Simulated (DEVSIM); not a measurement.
abrupt Ge p-n junction

System: abrupt Ge p-n junction, at 300 K.

```
layer (left to right)  material  thickness (μm)  Nd (cm⁻³)  Na (cm⁻³)  τn (s)  τp (s)
---------------------  --------  --------------  ---------  ---------  ------  ------
1                            Ge            5.00          -     1.3e16  1.6e-5  1.6e-5
2                            Ge            6.40     1.6e16          -  1.6e-5  1.6e-5
```

Left contact: ohmic. Right contact: ohmic. Voltage is applied to the left contact. Recombination: SRH at mid-gap, radiative. Mobility is constant in doping.

Constants are typed, rounded textbook-type inputs, not results; the design itself was drawn at random and stands for no fabricated device. Values at 300 K.

```tsv
parameter	Ge
gap (eV)	0.664
affinity (eV)	4
permittivity	16
Nc (cm⁻³)	1.04e19
Nv (cm⁻³)	6e18
μn (cm²/Vs)	3900
μp (cm²/Vs)	1900
B (cm³/s)	6.4e-14
```

DEVSIM, 1D drift-diffusion, Boltzmann statistics, complete ionisation; no tunnelling, impact ionisation, image-force lowering or self-heating.

```yaml
potential_step_across_the_device_at_zero_bias: 0.338 V
largest_field_in_the_device_at_zero_bias: 22000 V/cm
Dark forward voltage at 1 A/cm²: 0.169 V
Dark forward voltage at 100 A/cm²: 0.297 V
```

Small-signal capacitance in reverse bias (quasi-static):

```json
[
 {"V (V)": "-0.4", "C (nF/cm²)": "34.4"},
 {"V (V)": "-1", "C (nF/cm²)": "25.2"},
 {"V (V)": "-2", "C (nF/cm²)": "18.9"},
 {"V (V)": "-3", "C (nF/cm²)": "15.7"},
 {"V (V)": "-4", "C (nF/cm²)": "13.8"}
]
```

Dark forward current:

(V (V), J (A/cm²)): (0.05, 0.0086); (0.10, 0.068); (0.15, 0.48); (0.20, 3.3); (0.25, 21); (0.30, 110); (0.35, 390); (0.40, 920); (0.45, 1700); (0.50, 2800)
